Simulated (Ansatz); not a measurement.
Consider VBiO4 (space group I4_1/a, No. 88).

```cif
data_Bi4O16V4
_chemical_formula_sum 'Bi4 V4 O16'
_space_group_name_H-M_alt 'I41/a :1'
_space_group_IT_number 88
_space_group_name_Hall 'I 4bw -1bw'
_cell_length_a 5.16626
_cell_length_b 5.16626
_cell_length_c 11.77942
_cell_angle_alpha 90.000
_cell_angle_beta 90.000
_cell_angle_gamma 90.000
loop_
_space_group_symop_operation_xyz
  'x, y, z'
  '-y, x+1/2, z+1/4'
  '-x+1/2, -y+1/2, z+1/2'
  'y+1/2, -x, z+3/4'
  '-x, -y+1/2, -z+1/4'
  'y, -x, -z'
  'x+1/2, y, -z+3/4'
  '-y+1/2, x+1/2, -z+1/2'
  'x+1/2, y+1/2, z+1/2'
  '-y+1/2, x, z+3/4'
  '-x, -y, z'
  'y, -x+1/2, z+1/4'
  '-x+1/2, -y, -z+3/4'
  'y+1/2, -x+1/2, -z+1/2'
  'x, y+1/2, -z+1/4'
  '-y, x, -z'
loop_
_atom_site_label
_atom_site_type_symbol
_atom_site_symmetry_multiplicity
_atom_site_Wyckoff_symbol
_atom_site_fract_x
_atom_site_fract_y
_atom_site_fract_z
_atom_site_occupancy
Bi1 Bi 4 a 0.00000 0.00000 0.00000 1
V1 V 4 b 0.00000 0.00000 0.50000 1
O1 O 16 f 0.25086 0.36165 0.07809 1
```
(The calculation used a cell of 12 atoms; values per cell refer to that cell.)

The values are results of PBE, PAW, 420 eV (Ansatz, a first-principles code; no spin-orbit coupling), not measurements.

Base values:

- Gap character: indirect, Γ–X (71 % along) → N

Perturbation: every lattice vector is stretched by 5.34 %; the atoms relax in the strained cell.

**Question.** What does the calculation give for the energy relative to the base, largest internal atomic displacement and gap character after the change?

**Answer.** The energy goes up by 107 meV/atom; the largest internal atomic displacement comes out as 0.073 Å; the gap character goes from indirect, Γ–X (71 % along) → N to direct at k = (0.143, -0.143, -0.286) in the run's primitive reciprocal basis.

With Bi present, leaving out spin-orbit coupling can change the band edges. No phonon test of stability was made. Starting moments died away, wholly or in part, for the base; another magnetic solution may exist. All final runs are without spin polarisation.
